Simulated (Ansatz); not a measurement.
Base system: a 24-atom supercell of Si in the diamond structure (space group Fd-3m, No. 227; a = 5.434 Å) at its relaxed geometry.

Level of theory: Ansatz (a program for electronic structure), PBEsol, PAW, cutoff 420 eV, spin-orbit coupling left out, earlier PAW set.

One neutral defect a cell, atoms relaxed at fixed cell.

One change was made to it. Results:

```json
[
 {"quantity": "pressure", "base": "0.0 GPa", "after": "-4.6 GPa"},
 {"quantity": "total moment of the cell", "base": "–", "after": "0.0 μB"},
 {"quantity": "largest displacement of a host atom from its site in the perfect cell", "base": "–", "after": "0.36 Å"}
]
```

**Question.** Which of these changes matches the shifts?
(A) Pb on a Si site, symmetric start
(B) Si interstitial (started 2.35 Å from the nearest host atom)
(C) C on a Si site
(D) Mn on a Si site, symmetric start
(E) Li interstitial (started 2.35 Å from the nearest host atom)

**Answer.** C, C on a Si site. For comparison, the pressure in the other runs: Mn on a Si site, symmetric start gives 0.0 GPa; Si interstitial (started 2.35 Å from the nearest host atom) gives 1.5 GPa; Pb on a Si site, symmetric start gives 2.8 GPa; Li interstitial (started 2.35 Å from the nearest host atom) gives 0.7 GPa.

Other magnetic orders, which the real material may have, were not ruled out. In so small a cell the defect repeats every few ångströms: this is an ordered compound, not a dilute defect. A case with no gap was solved on a k-mesh chosen for an insulator, which is coarse for it. Defects with a symmetric start kept the site's symmetry and may sit on a saddle; the others started slightly shaken. Starting moments died away, wholly or in part, for C on a Si site, Si interstitial (started 2.35 Å from the nearest host atom), Pb on a Si site and Li interstitial (started 2.35 Å from the nearest host atom); another magnetic solution may exist.
